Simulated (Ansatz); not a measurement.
Take HfO2 (space group P4_2/nmc, No. 137; a = 3.5675 Å, c = 5.1667 Å) as the base. Axes: x, y, z lie along a, b, c of the conventional cell.

Computed with Kohn–Sham DFT with the PBEsol functional, run in Ansatz (a quantum-chemistry and plane-wave program) with PAW and 420 eV plane waves, without spin-orbit coupling, earlier PAW set.

Before the change:

```
Quantity    Value
--------  -------
Band gap  4.57 eV
```

Now apply this change: uniaxial stress, 2 GPa compression along z; all other stress components relax to zero.

Q: What does the calculation give for the mean lateral Poisson ratio after the change?

A: The mean lateral Poisson ratio comes out as 0.12.

Q: Estimate the effect on the band gap.

A: The band gap falls by 0.02 eV to 4.55 eV.

Spin-orbit coupling, missing from the scalar runs, can matter with Hf. Load acts through the strain it causes; cell and atoms are relaxed under it. Beyond what the load breaks, stability against distortions was not tested. This is not the structure that HfO2 has at room temperature and ambient pressure.
